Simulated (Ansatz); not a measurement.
Band structure of BaN₂ (C2/c, 6 atoms in the cell).

```
CELL_PARAMETERS angstrom
      3.58665    -2.22648     0.00000
      3.58665     2.22648     0.00000
     -1.90633     0.00000     7.06027
ATOMIC_POSITIONS crystal
  Ba 0.20407 0.79593 0.75000
  Ba 0.79593 0.20407 0.25000
  N  0.44393 0.15001 0.54520
  N  0.55607 0.84999 0.45480
  N  0.84999 0.55607 0.95480
  N  0.15001 0.44393 0.04520
```

Method: PBEsol, PAW files made with PBE (plane waves; Ansatz, a quantum-chemistry and plane-wave program).

Settings: kpoints.mp_grid.grid = 6 6 3; hamiltonian.xc = pbesol; hamiltonian.pseudopotentials = {kind: paw} (the program's default PAW files); scf.occupations.method = fermi_dirac; scf.occupations.width = 0.1 eV; kpoints.band_path.npoints = 8.

The starting cell comes from a database of computed structures (which also holds hypothetical and non-ambient phases and stackings), without a prior relaxation at this level. The run gives no clean gap (levels at the Fermi energy touch, overlap or are partly filled at this smearing), which alone does not show that the compound is a metal.

Levels in eV from the Fermi level, bands 17 to 24:
```tsv
point	17	18	19	20	21	22	23	24
Γ	-6.23	-5.93	-0.74	-0.73	-0.44	0.38	2.32	2.63
Y	-6.02	-5.67	-2.25	0.26	0.89	0.93	2.34	4.17
F	-6.00	-5.65	-2.06	-0.11	0.78	0.87	2.75	4.18
L	-5.70	-5.70	-1.25	-1.25	0.84	0.84	3.54	3.54
I	-5.81	-5.81	-0.18	-0.18	0.06	0.06	3.21	3.21
```

Bands cross the Fermi level along this path, so the cell is metallic at this level.

Keys are those of Ansatz 0.2.
